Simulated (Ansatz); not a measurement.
We consider Hf2B2Ge (model structure, started from the Ti2InB2 type, P-6m2, No. 187, 5 atoms in the cell), described by r²SCAN (Ansatz, a program for electronic structure, PAW).

Settings: plane-wave cutoff 560 eV, 24×24×8 k mesh (along the axes of the cell as run), Fermi–Dirac smearing 0.05 eV, scalar-relativistic PAW data made under PBE.

Cell (relaxed at this level):

Space group P-6m2 (No. 187); a = b = 3.1665 Å, c = 7.7375 Å, α = β = 90.00°, γ = 120.00°

| atom | site | symmetry | x | y | z |
|---|---|---|---|---|---|
| Hf | 2h | 3m. | 0.3333 | 0.6667 | 0.2831 |
| Ge | 1a | -6m2 | 0.0000 | 0.0000 | 0.0000 |
| B | 1b | -6m2 | 0.0000 | 0.0000 | 0.5000 |
| B | 1f | -6m2 | 0.6667 | 0.3333 | 0.5000 |

### Question
Predict the bulk modulus.

### Answer

bulk modulus: 182 GPa

The run finds no gap.

Note: the bulk modulus is −V dP/dV from two relaxed cells at ±2 % in volume; the relaxation could raise the start's symmetry but not lower it, so the cell can be a saddle point.

Spin–orbit coupling is not included; it can open a gap where bands touch, and shift volumes and moduli.

The result took about 17 core-minutes (a rough figure).

A model structure was made by putting elements into a prototype or built by hand; it is no filed structure, need not be a known phase, and can be a saddle point held by its symmetry.
